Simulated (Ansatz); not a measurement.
# PbI₂ under load (space group P-3m1): band-edge transport data

Input:

```xyz
3
Lattice="4.3005 0.0000 0.0000 -2.1502 3.7243 0.0000 0.0000 0.0000 6.6284" Properties=species:S:1:pos:R:3 pbc="T T T"
Pb     0.0000     0.0000     0.0000
I      2.1502     1.2414     4.7018
I      0.0000     2.4829     1.9266
```

Calculation: PBEsol+D3BJ with spin-orbit coupling, rigid bands (plane waves, PAW; Ansatz, a program for electronic structure). Condition of this run: hydrostatic pressure 2 GPa (the target of the relaxation). Cell: cell and atoms relaxed with PBEsol+d3bj, then loaded as said.

| Item | Value |
|---|---|
| band gap | 0.96 eV |
| electron conductivity mass (300 K, dilute) | 0.158 (x), 0.158 (y), 0.83 (z) mₑ |
| hole conductivity mass (300 K, dilute) | 0.21 (x), 0.21 (y), 0.37 (z) mₑ |
| effective density of states N_c (300 K) | 3.3e18 cm⁻³ |
| effective density of states N_v (300 K) | 2.9e18 cm⁻³ |
| density-of-states mass, electrons | 0.26 mₑ |
| density-of-states mass, holes | 0.24 mₑ |
| Seebeck coefficient, n-type 1e19 cm⁻³, 300 K | -139 μV/K |
| Seebeck coefficient, p-type 1e19 cm⁻³, 300 K | 133 μV/K |
| best p-type power factor at 300 K for τ = 10 fs (best axis; densities from 1e16 to 1e21 cm⁻³ tried, whether or not they can be reached) | 8.4 μW/(cm·K²) at 3e20 cm⁻³ |

Rigid bands; masses and Seebeck coefficients take one relaxation time τ for all states and one kind of carrier; polarons and phonon drag are left out. Geometry: cell and atoms relaxed with PBEsol+D3(BJ).

PBEsol with a dispersion correction tends to overbind, so the cell can be several per cent short, in bad cases over ten, which usually narrows a gap: PbI2 under load (space group P-3m1).
